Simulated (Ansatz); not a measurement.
## Effective masses and thermopower of C under load (space group P6_3/mmc)

Consider the following.

```
C
1.0
    2.49854     0.00000     0.00000
   -1.24927     2.16380     0.00000
    0.00000     0.00000     4.19630
C
4
Direct
  0.33333   0.66667   0.00029
  0.66667   0.33333   0.50029
  0.33333   0.66667   0.37471
  0.66667   0.33333   0.87471
```

Method: r2SCAN, rigid bands (plane waves, PAW, scalar-relativistic; Ansatz, a program for electronic structure). Condition of this run: uniaxial stress along c of -11 GPa (compression positive) (the target of the relaxation). How the cell was made: cell and atoms relaxed with PBEsol, then loaded as said.

```yaml
band_gap: 3.59 eV
electron conductivity mass (300 K, dilute): 0.46 (x), 0.46 (y), 0.27 (z) mₑ
hole conductivity mass (300 K, dilute): 0.44 (x), 0.44 (y), 0.68 (z) mₑ
effective density of states N_c (300 K): 1.2e19 cm⁻³
effective density of states N_v (300 K): 1.8e19 cm⁻³
density_of_states_mass_electrons: 0.61 mₑ
density_of_states_mass_holes: 0.81 mₑ
Seebeck coefficient, n-type 1e19 cm⁻³, 300 K: -237 μV/K
best n-type power factor at 300 K for τ = 10 fs (best axis; densities from 1e16 to 1e21 cm⁻³ tried, whether or not they can be reached): 7.3 μW/(cm·K²) at 3e19 cm⁻³
Seebeck coefficient, p-type 1e19 cm⁻³, 300 K: 270 μV/K
best p-type power factor at 300 K for τ = 10 fs (best axis; densities from 1e16 to 1e21 cm⁻³ tried, whether or not they can be reached): 6.7 μW/(cm·K²) at 1e20 cm⁻³
```

Rigid bands; masses and Seebeck coefficients take one relaxation time τ for all states and one kind of carrier; polarons and phonon drag are left out. Spin-orbit coupling is left out. Geometry: cell and atoms relaxed with PBEsol.
